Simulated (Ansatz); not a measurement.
## Hypothetical R-3m LuCuSe2: response to strain

The parent structure is LuCuSe2 (space group R-3m, No. 166; a hypothetical phase, not in the database extracts checked).

```xyz
4
Lattice="1.9976 1.1533 6.1352 -1.9976 1.1533 6.1352 0.0000 -2.3066 6.1352" Properties=species:S:1:pos:R:3 pbc="T T T"
Lu     0.0000     0.0000     0.0000
Cu     0.0000     0.0000     9.2027
Se     0.0000     0.0000     4.5078
Se     0.0000     0.0000    13.8977
```

Cartesian axes are those of the cell as printed.

Strains are applied to the cell and any free atomic positions relax; under biaxial strain the out-of-plane vector relaxes too; under stress the whole cell relaxes.

Method: Ansatz (a first-principles code) PBE, no spin-orbit coupling.

Notes on the quantities. energy relative to the base: free energy F.

```json
[
 {"case": "base", "energy relative to the base": "0 meV/atom", "shortest interatomic distance": "2.719 Å", "band gap": "1.04 eV"},
 {"case": "biaxial strain +1.74 %, plane normal [001], relaxed out of plane", "energy relative to the base": "+4.8 meV/atom", "shortest interatomic distance": "2.744 Å", "band gap": "1.18 eV"},
 {"case": "isotropic strain −0.88 %", "energy relative to the base": "+3.2 meV/atom", "shortest interatomic distance": "2.690 Å", "band gap": "0.97 eV"},
 {"case": "isotropic strain +0.96 %", "energy relative to the base": "+3.6 meV/atom", "shortest interatomic distance": "2.752 Å", "band gap": "1.11 eV"},
 {"case": "isotropic strain +1.06 %", "energy relative to the base": "+4.4 meV/atom", "shortest interatomic distance": "2.755 Å", "band gap": "1.12 eV"},
 {"case": "isotropic strain +3.08 %", "energy relative to the base": "+34 meV/atom", "shortest interatomic distance": "2.827 Å", "band gap": "1.03 eV"},
 {"case": "uniaxial strain ε_xx = +1.14 %", "energy relative to the base": "+0.9 meV/atom", "shortest interatomic distance": "2.714 Å", "band gap": "1.06 eV"},
 {"case": "uniaxial strain ε_yy = −0.32 %", "energy relative to the base": "+0.1 meV/atom", "shortest interatomic distance": "2.711 Å", "band gap": "1.01 eV"},
 {"case": "tensor shear ε_xy = −1.37 %", "energy relative to the base": "+1.5 meV/atom", "shortest interatomic distance": "2.680 Å", "band gap": "0.91 eV"},
 {"case": "uniaxial stress, 1 GPa compression along x", "energy relative to the base": "+0.3 meV/atom", "shortest interatomic distance": "2.627 Å", "band gap": "0.78 eV"}
]
```

Gaps are Kohn–Sham eigenvalue differences; semilocal functionals usually give less than the measured gap. Stability under load was not tested beyond the relaxation. All final runs are without spin polarisation.
